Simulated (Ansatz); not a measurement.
Levels about the gap of amorphous Hf₁₀Si₁₀O₃₁N₆ (57 atoms in a cell of 814 Å³, 5.40 g/cm³; zone centre alone, so wide bands show as single levels with stretches between that a denser mesh fills), at the geometry that PBE relaxed, where it gives 0.0 GPa on a denser mesh. The participation number counts the atoms over which a state spreads; weights are charges in smoothed Voronoi cells. The levels come from a single point, so bond lengths are those of that geometry. Method of the levels: PBE, scalar-relativistic without spin-orbit coupling (Ansatz, a quantum-chemistry and plane-wave program). Sampling: the zone centre alone; Fermi-Dirac width 0.02 eV; no spin polarisation. At PBE the levels at the filled edge of the gap are localised (band-tail or defect states), and the nearest spread-out levels lie 3.6 eV apart at the zone centre.

A CHGNet melt-quench gave the starting glass, which DFT then relaxed. O and N atoms were pushed apart under 1.9 Å during the dynamics, to hinder bonds among them. The hot cell started wider than the set density and was brought back towards it in steps. It is the lowest in DFT energy of 2 quenches. It is a model cell: composition and starting density were chosen by hand, and all elements were melted together. No dispersion term was used. Its density started from a set value of 5.52 and ended at 5.40 g/cm³. The simulated quench (nominally 600 K/ps over its main leg) is rapid and tends to freeze in more defects than a deposited or slowly cooled glass has. Values belong to this one cell and scatter from quench to quench. The volume was free in the relaxation, at fixed shape. Stress components on the final sampling reach 2.2 GPa.

```tsv
E - E(highest filled), eV	filling	participation number	largest on	weight N	weight O	weight Hf	weight Si
-0.83	filled	12.0	O, 2 neighbours	0.25	0.67	0.05	0.03
-0.79	filled	17.8	N, 3 neighbours	0.40	0.50	0.07	0.03
-0.63	filled	13.1	N, 3 neighbours	0.40	0.51	0.06	0.03
-0.57	filled	11.3	N, 3 neighbours	0.44	0.46	0.06	0.03
-0.48	filled	9.2	N, 3 neighbours	0.58	0.31	0.08	0.03
-0.29	filled	4.7	N, 3 neighbours	0.68	0.19	0.11	0.02
0.00	filled	3.8	N, 3 neighbours	0.70	0.19	0.07	0.04
3.15	empty	22.8	Hf, 5 neighbours	0.09	0.42	0.45	0.04
3.48	empty	8.8	Hf, 5 neighbours	0.13	0.22	0.62	0.03
3.65	empty	10.1	Hf, 5 neighbours	0.10	0.28	0.59	0.04
3.83	empty	11.3	Hf, 4 neighbours	0.07	0.29	0.59	0.05
3.98	empty	18.6	Hf, 6 neighbours	0.07	0.31	0.59	0.03
4.03	empty	11.7	Hf, 4 neighbours	0.08	0.28	0.61	0.03
4.13	empty	17.6	Hf, 4 neighbours	0.10	0.25	0.61	0.04
```

Most localised among these is the filled level at +0.00 eV, on a N atom, which has 3 neighbours (Si 1.70 Å, Hf 2.02 Å, Hf 2.11 Å).
